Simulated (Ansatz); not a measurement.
Take ZnSe in the zinc blende structure (space group F-43m, No. 216; a = 5.634 Å) as the base. Axes: x, y, z lie along the cube axes.

Structures relaxed with Ansatz (a quantum-chemistry and plane-wave program), PBEsol, PAW, cutoff 420 eV, spin-orbit coupling left out, earlier PAW set.

Base:

Simulated powder pattern, Cu Kα1, λ = 1.54056 Å (kinematic, ideal powder, no thermal factors, no anomalous dispersion; the 8 strongest lines at most, above 2 %, up to 2θ = 90°):

```tsv
2θ (°)	I/Imax (%)	hkl
27.40	100	(111)
45.50	73	(220)
53.93	44	(311)
66.31	11	(400)
73.16	17	(331)
84.11	23	(422)
```

Now apply this change: uniaxial strain ε_zz = −4.02 %, all other strain components held at zero, atoms relaxed at fixed cell.

Problem. Where do the lines fall after the change?

Solution. 
Simulated powder pattern, Cu Kα1, λ = 1.54056 Å (kinematic, ideal powder, no thermal factors, no anomalous dispersion; the 8 strongest lines at most, above 2 %, up to 2θ = 90°):

| 2θ (°) | I/Imax (%) | hkl |
|---|---|---|
| 27.79 | 100 | (111) |
| 45.50 | 25 | (202) |
| 46.52 | 47 | (220) |
| 54.16 | 30 | (311) |
| 55.95 | 14 | (131) |
| 66.31 | 7.9 | (400) |
| 74.88 | 11 | (331) |
| 84.84 | 16 | (422) |

The indices refer to the base's conventional cell; one index is shown for lines that coincide. The space group is now I-4m2 (No. 119).

Whether these cells are dynamically stable was not tested.
